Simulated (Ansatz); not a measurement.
Start from W in the bcc (W type) structure (space group Im-3m, No. 229; a = 3.154 Å).

Calculations: plane-wave PAW DFT at the PBEsol level (Ansatz, an electronic-structure program, 420 eV), no spin-orbit coupling, earlier PAW set.

Base values:

| Property | Result |
|---|---|
| Lattice parameter a | 3.154 Å |

It is then changed as follows: Pt takes the place of W on all its sites, then cell and atoms are relaxed.

Problem. Estimate the effect on the lattice parameter a.

Solution. The lattice parameter a decreases by 0.033 Å (3.154 Å → 3.121 Å).

Stability against distortions was not tested. For Pt in this form, whether it has been made was not checked. All final runs are without spin polarisation. This is not the structure that Pt has at room temperature and ambient pressure.
